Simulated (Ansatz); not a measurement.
The starting structures come from a database of crystals and need not be the phases stable at ambient conditions.

Here is the system:

```yaml
crystal:
  lattice:
    - [6.20322, 0.00000, 0.00000]
    - [3.10161, 6.71782, 0.00000]
    - [0.00000, 2.86402, 5.50248]
  atoms:
    - { symbol: Ga, position: [0.50000, 0.00000, 0.50000] }
    - { symbol: Ga, position: [0.25000, 0.50000, 0.75000] }
    - { symbol: Hg, position: [0.00000, 0.00000, 0.00000] }
    - { symbol: Te, position: [0.11644, 0.27562, 0.13692] }
    - { symbol: Te, position: [0.41254, 0.72438, 0.88356] }
    - { symbol: Te, position: [0.60794, 0.27562, 0.58746] }
    - { symbol: Te, position: [0.86308, 0.72438, 0.39206] }
```

Space group of this cell: I-4. The cell is taken as given.

Transport runs along the normal of the first two printed cell vectors, the (101) plane of the conventional cell.

The gap is the functional's own, uncorrected, and κ follows it; spin-orbit coupling is left out. Mid-gap values are interpolated between the computed energies.

Question: Estimate the band gap and the smallest decay constant κ at mid-gap that r2SCAN in Ansatz (a first-principles code) returns for this system.

Answer: Gap 1.11 eV on a 6×6×6 mesh; κ = 0.086 1/Å, at the zone centre.
